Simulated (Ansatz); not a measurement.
Partial pair distribution functions of a relaxed model of amorphous Si₂₄O₄₉Cu₂, broadened by 0.06 Å; density 2.34 g/cm³. Method: PBE, scalar-relativistic without spin-orbit coupling (plane waves to 420 eV, PAW; Ansatz, a program for electronic structure).

It comes from a melt-quench run on a machine-learned potential (CHGNet), relaxed afterwards by DFT. O atoms were pushed apart under 1.9 Å during the dynamics, to hinder bonds among them. The hot cell started wider than the set density and was brought back towards it in steps. It is the lowest in DFT energy of 2 quenches. It is a model cell: composition and starting density were chosen by hand, and all elements were melted together. No dispersion term was used. Its density started from a set value of 2.34 and ended at 2.34 g/cm³. The simulated quench (nominally 480 K/ps over its main leg) is rapid and tends to freeze in more defects than a deposited or slowly cooled glass has. A cell of this size samples the disorder only roughly. The volume was held where the preparation left it, at a PBE pressure of 1.3 GPa. Stress components on the final sampling reach 2.7 GPa.

```json
[
 {"r (Å)": "1.35", "g Si-O": "0.00", "g O-Cu": "0.00", "g Si-Si": "0.00", "g O-O": "0.00"},
 {"r (Å)": "1.45", "g Si-O": "0.37", "g O-Cu": "0.00", "g Si-Si": "0.00", "g O-O": "0.00"},
 {"r (Å)": "1.55", "g Si-O": "7.55", "g O-Cu": "0.00", "g Si-Si": "0.00", "g O-O": "0.00"},
 {"r (Å)": "1.65", "g Si-O": "14.84", "g O-Cu": "0.09", "g Si-Si": "0.00", "g O-O": "0.00"},
 {"r (Å)": "1.75", "g Si-O": "4.10", "g O-Cu": "2.16", "g Si-Si": "0.00", "g O-O": "0.00"},
 {"r (Å)": "1.85", "g Si-O": "0.53", "g O-Cu": "5.18", "g Si-Si": "0.00", "g O-O": "0.00"},
 {"r (Å)": "1.95", "g Si-O": "0.01", "g O-Cu": "2.85", "g Si-Si": "0.00", "g O-O": "0.00"},
 {"r (Å)": "2.05", "g Si-O": "0.00", "g O-Cu": "0.24", "g Si-Si": "0.00", "g O-O": "0.00"},
 {"r (Å)": "2.15", "g Si-O": "0.00", "g O-Cu": "0.16", "g Si-Si": "0.00", "g O-O": "0.00"},
 {"r (Å)": "2.25", "g Si-O": "0.00", "g O-Cu": "1.11", "g Si-Si": "0.00", "g O-O": "0.02"},
 {"r (Å)": "2.35", "g Si-O": "0.00", "g O-Cu": "0.49", "g Si-Si": "0.00", "g O-O": "0.24"},
 {"r (Å)": "2.45", "g Si-O": "0.00", "g O-Cu": "0.02", "g Si-Si": "0.00", "g O-O": "1.22"},
 {"r (Å)": "2.55", "g Si-O": "0.02", "g O-Cu": "0.18", "g Si-Si": "0.01", "g O-O": "3.54"},
 {"r (Å)": "2.65", "g Si-O": "0.13", "g O-Cu": "0.86", "g Si-Si": "0.41", "g O-O": "5.37"},
 {"r (Å)": "2.75", "g Si-O": "0.08", "g O-Cu": "0.48", "g Si-Si": "1.07", "g O-O": "3.99"},
 {"r (Å)": "2.85", "g Si-O": "0.12", "g O-Cu": "0.77", "g Si-Si": "1.94", "g O-O": "1.57"},
 {"r (Å)": "2.95", "g Si-O": "0.34", "g O-Cu": "0.65", "g Si-Si": "4.04", "g O-O": "0.84"},
 {"r (Å)": "3.05", "g Si-O": "0.59", "g O-Cu": "1.31", "g Si-Si": "4.56", "g O-O": "0.62"},
 {"r (Å)": "3.15", "g Si-O": "0.70", "g O-Cu": "1.22", "g Si-Si": "3.31", "g O-O": "0.41"},
 {"r (Å)": "3.25", "g Si-O": "0.95", "g O-Cu": "1.36", "g Si-Si": "1.02", "g O-O": "0.36"},
 {"r (Å)": "3.35", "g Si-O": "1.03", "g O-Cu": "2.60", "g Si-Si": "0.15", "g O-O": "0.41"},
 {"r (Å)": "3.45", "g Si-O": "1.08", "g O-Cu": "1.58", "g Si-Si": "0.17", "g O-O": "0.42"},
 {"r (Å)": "3.55", "g Si-O": "1.09", "g O-Cu": "0.69", "g Si-Si": "0.03", "g O-O": "0.38"},
 {"r (Å)": "3.65", "g Si-O": "1.00", "g O-Cu": "1.03", "g Si-Si": "0.06", "g O-O": "0.57"},
 {"r (Å)": "3.75", "g Si-O": "1.17", "g O-Cu": "0.50", "g Si-Si": "0.35", "g O-O": "0.66"},
 {"r (Å)": "3.85", "g Si-O": "1.55", "g O-Cu": "0.52", "g Si-Si": "0.58", "g O-O": "0.56"},
 {"r (Å)": "3.95", "g Si-O": "1.69", "g O-Cu": "0.49", "g Si-Si": "0.53", "g O-O": "0.49"},
 {"r (Å)": "4.05", "g Si-O": "1.69", "g O-Cu": "0.72", "g Si-Si": "0.61", "g O-O": "0.62"},
 {"r (Å)": "4.15", "g Si-O": "1.62", "g O-Cu": "1.26", "g Si-Si": "0.50", "g O-O": "0.68"},
 {"r (Å)": "4.25", "g Si-O": "1.64", "g O-Cu": "2.14", "g Si-Si": "0.86", "g O-O": "0.88"},
 {"r (Å)": "4.35", "g Si-O": "1.31", "g O-Cu": "1.36", "g Si-Si": "0.89", "g O-O": "1.06"},
 {"r (Å)": "4.45", "g Si-O": "0.77", "g O-Cu": "0.62", "g Si-Si": "0.82", "g O-O": "0.99"},
 {"r (Å)": "4.55", "g Si-O": "0.51", "g O-Cu": "0.40", "g Si-Si": "1.24", "g O-O": "1.10"},
 {"r (Å)": "4.65", "g Si-O": "0.60", "g O-Cu": "0.73", "g Si-Si": "1.16", "g O-O": "1.39"},
 {"r (Å)": "4.75", "g Si-O": "0.62", "g O-Cu": "1.11", "g Si-Si": "0.57", "g O-O": "1.40"},
 {"r (Å)": "4.85", "g Si-O": "0.53", "g O-Cu": "0.85", "g Si-Si": "1.06", "g O-O": "1.35"},
 {"r (Å)": "4.95", "g Si-O": "0.53", "g O-Cu": "0.55", "g Si-Si": "1.14", "g O-O": "1.23"},
 {"r (Å)": "5.05", "g Si-O": "0.59", "g O-Cu": "0.48", "g Si-Si": "1.11", "g O-O": "1.29"},
 {"r (Å)": "5.15", "g Si-O": "0.69", "g O-Cu": "0.60", "g Si-Si": "0.91", "g O-O": "1.36"}
]
```

Within 1.96 Å each Si has 4.04 O neighbours on average.
